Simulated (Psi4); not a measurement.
Psi4 1.11, unrestricted B3LYP/def2-svpd: Cu(OH)(NMe2) (C[N](C)[Cu][OH]), charge 0, multiplicity 2, 12 atoms. The geometry is a generated start, not checked to be a minimum at this level.

| Property | Value |
|---|---|
| task | energy |
| method | b3lyp |
| basis | def2-svpd |
| memory | 3 GB |
| maxiter | 100 |
| keys of the molecule block | symmetry c1 |
| scf_type | df (default) |
| e_convergence | 1e-06 (default) |
| d_convergence | 1e-06 (default) |
| dft_radial_points | 75 (default) |
| dft_spherical_points | 302 (default) |
| basis functions | 173 |
| grid points | 258131 |

```xyz
12

Cu    -0.2810     1.6068    -0.3000
O     -0.6090     3.2775    -0.4920
H      0.0670     3.7975    -0.9252
N     -0.0540    -0.1204    -0.0219
C     -0.9539    -0.9387     0.7495
C      1.1139    -0.8725    -0.4014
H     -1.1637    -1.8775     0.2225
H     -0.4968    -1.1983     1.7142
H     -1.8893    -0.4202     0.9358
H      1.6916    -1.1542     0.4900
H      0.8212    -1.8022    -0.9075
H      1.7540    -0.2977    -1.0642
```

Charge 0 and multiplicity 2 are set for this test and not shown to be the ground state.

With the defaults (diis = true, scf_initial_accelerator = adiis, damping_percentage = 0, soscf = false, soscf_start_convergence = 0.01, diis_max_vecs = 10, diis_start = 1, guess = auto, which took SAD) it converges in 13 SCF iterations. One run each on 2 threads, with these changes:
- scf_initial_accelerator = ediis
- soscf = true, soscf_start_convergence = 0.001
- scf_initial_accelerator = none
- diis = false, scf_initial_accelerator = none, damping_percentage = 60
- soscf = true, soscf_start_convergence = 0.1
- guess = core
- diis_max_vecs = 3
- diis_start = 4
- diis_max_vecs = 20

**Question.** Which runs fail or end elsewhere than the default run?

**Answer.** No convergence: diis = false, scf_initial_accelerator = none, damping_percentage = 60 (the run ends without SCF convergence in 100 iterations). The rest reach the solution of the defaults.

```json
[
 {"setting": "soscf = true, soscf_start_convergence = 0.1", "SCF iterations": "10", "JK calls": "46", "end": "same solution"},
 {"setting": "soscf = true, soscf_start_convergence = 0.001", "SCF iterations": "10", "JK calls": "31", "end": "same solution"},
 {"setting": "the defaults", "SCF iterations": "13", "JK calls": "14", "end": "same solution"},
 {"setting": "diis_max_vecs = 20", "SCF iterations": "13", "JK calls": "14", "end": "same solution"},
 {"setting": "scf_initial_accelerator = none", "SCF iterations": "13", "JK calls": "14", "end": "same solution"},
 {"setting": "scf_initial_accelerator = ediis", "SCF iterations": "13", "JK calls": "14", "end": "same solution"},
 {"setting": "guess = core", "SCF iterations": "21", "JK calls": "21", "end": "same solution"},
 {"setting": "diis_start = 4", "SCF iterations": "24", "JK calls": "25", "end": "same solution"},
 {"setting": "diis_max_vecs = 3", "SCF iterations": "30", "JK calls": "31", "end": "same solution"},
 {"setting": "diis = false, scf_initial_accelerator = none, damping_percentage = 60", "SCF iterations": "100", "JK calls": "101", "end": "no convergence"}
]
```

An SOSCF iteration holds several JK calls; a Hückel guess adds calls on atoms. 1 further run of the study ended by our limits or in an error and is left out.
